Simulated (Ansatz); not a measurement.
Take Ti in the hcp (Mg type) structure (space group P6_3/mmc, No. 194; relaxed with 0.1 eV smearing) as the base.

```xyz
2
Lattice="2.9398 0.0000 0.0000 -1.4699 2.5459 0.0000 0.0000 0.0000 4.6540" Properties=species:S:1:pos:R:3 pbc="T T T"
Ti     1.4699     0.8486     3.4905
Ti     0.0000     1.6973     1.1635
```

Cartesian axes are those of the cell as printed.

The values are results of plane-wave PAW DFT at the PBE level (Ansatz, a first-principles code, 420 eV), spin-orbit coupling left out, not measurements.

For the base:

The shortest interatomic distance comes out as 2.880 Å and the pressure is 0.0 GPa.

It is then changed as follows: tensile biaxial strain of 2.50 % in the plane normal to [001], as in epitaxy on a mismatched substrate; the out-of-plane cell vector and the atoms relax.

### Question
What does the calculation give for the shortest interatomic distance and pressure after the change?

### Answer
The shortest interatomic distance falls by 0.011 Å to 2.869 Å; the pressure (mean of the normal stresses, compression positive) goes from zero to -3.0 GPa.

No phonon test of stability was made. The final runs are not spin-polarised.
